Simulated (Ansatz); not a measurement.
The starting structures come from a database of crystals and need not be the phases stable at ambient conditions.

By PBEsol, the system below comes out a metal.

Given:

```yaml
crystal:
  lattice:
    - [3.54096, 0.00000, 0.00000]
    - [0.00000, 6.74399, 0.00000]
    - [0.00000, -3.37199, 5.84047]
  atoms:
    - { symbol: Ge, position: [0.00000, 0.33333, 0.66667] }
    - { symbol: Ge, position: [0.00000, 0.66667, 0.33333] }
    - { symbol: Ge, position: [0.50000, 0.00000, 0.00000] }
    - { symbol: Pt, position: [0.50000, 0.00000, 0.62181] }
    - { symbol: Pt, position: [0.50000, 0.37820, 0.37820] }
    - { symbol: Pt, position: [0.50000, 0.62181, 0.00000] }
    - { symbol: Pt, position: [0.00000, 0.28308, 0.00000] }
    - { symbol: Pt, position: [0.00000, 0.00000, 0.28308] }
    - { symbol: Pt, position: [0.00000, 0.71693, 0.71693] }
```

Space group of this cell: P-62m. The cell is taken as given; by PBEsol its mean pressure is -3.5 GPa.

The current flows along the normal of the first two printed cell vectors, the (100) plane of the conventional cell. No spin-orbit coupling; the value is a mean over 0.1 eV about the Fermi level.

State the ballistic conductance per area according to PBEsol (Ansatz, a first-principles code).

0.31 × 10¹⁵ S/m² for both spins.
